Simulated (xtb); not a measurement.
xtb 6.7.1, GFN2-xTB: Ca(Br)(k2OAc) (CC1[O][Ca]([Br])<-[O]=1), 9 atoms. The geometry is a generated start, not checked to be a minimum at this level.

```yaml
method: GFN2-xTB
"--acc": 1 (default)
"--etemp (K)": 300 (default)
detailed input (--input): "none: ANC optimiser, Lindh (1995) Hessian, microcycle=20, maxdispl=1.0, hlow=0.01 (default)"
basis_functions: 39
valence_electrons: 32
```

```xyz
9

Ca    -0.3222     1.5898    -1.4686
Br    -0.7008     3.4642    -3.1122
C      0.2428    -1.2050     1.1085
C      0.0184    -0.0997     0.0985
O     -1.1209     0.0598    -0.3915
O      0.9808     0.6226    -0.2392
H      1.0595    -0.9344     1.7717
H     -0.6707    -1.3880     1.6649
H      0.5132    -2.1093     0.5679
```

The structure is relaxed from this start with --opt LEVEL for the levels crude, sloppy, loose, lax, normal, tight, vtight, extreme, once each. Up to the end of the extreme run atoms move by at most 1.9 Å along an axis.

**Question.** Choose the cheapest level whose final energy lies within 1 meV of that of extreme.

**Answer.** normal: 23 cycles against 33, ending 0.11 meV above.

```json
[
 {"level": "crude", "cycles": "1", "energy above the extreme run (meV)": "190", "gradient norm (eV/Å)": "0.10"},
 {"level": "sloppy", "cycles": "1", "energy above the extreme run (meV)": "190", "gradient norm (eV/Å)": "0.10"},
 {"level": "loose", "cycles": "1", "energy above the extreme run (meV)": "190", "gradient norm (eV/Å)": "0.10"},
 {"level": "lax", "cycles": "1", "energy above the extreme run (meV)": "190", "gradient norm (eV/Å)": "0.10"},
 {"level": "normal", "cycles": "23", "energy above the extreme run (meV)": "0.11", "gradient norm (eV/Å)": "0.044"},
 {"level": "tight", "cycles": "26", "energy above the extreme run (meV)": "0.024", "gradient norm (eV/Å)": "0.0051"},
 {"level": "vtight", "cycles": "33", "energy above the extreme run (meV)": "under 0.01", "gradient norm (eV/Å)": "0.0021"},
 {"level": "extreme", "cycles": "33", "energy above the extreme run (meV)": "—", "gradient norm (eV/Å)": "0.0021"}
]
```
